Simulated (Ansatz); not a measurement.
The reference is LaOF (space group P4/nmm, No. 129; a = 4.040 Å, c = 5.778 Å; a cell from a computed database, its experimental status unchecked). Axes: x, y, z lie along a, b, c of the conventional cell.

The values are results of PBEsol (Ansatz, a quantum-chemistry and plane-wave program; PAW; 420 eV plane waves; no spin-orbit coupling), not measurements.

Strains are applied to the cell and any free atomic positions relax; under biaxial strain the out-of-plane vector relaxes too; under stress the whole cell relaxes.

One change was made to it. Results:

| quantity | base | after |
|---|---|---|
| band gap | 4.61 eV | 4.51 eV |
| smallest direct gap | 4.69 eV | 4.59 eV |

**Question.** Which change produced these results?
(A) biaxial strain +0.87 %, plane normal [001], relaxed out of plane
(B) isotropic strain +2.27 %
(C) uniaxial stress, 8 GPa compression along x
(D) isotropic strain +0.64 %

**Answer.** B, isotropic strain +2.27 %. For comparison, the band gap in the other runs: biaxial strain +0.87 %, plane normal [001], relaxed out of plane gives 4.61 eV; uniaxial stress, 8 GPa compression along x gives 4.65 eV; isotropic strain +0.64 % gives 4.58 eV.

Beyond what the load breaks, stability against distortions was not tested.
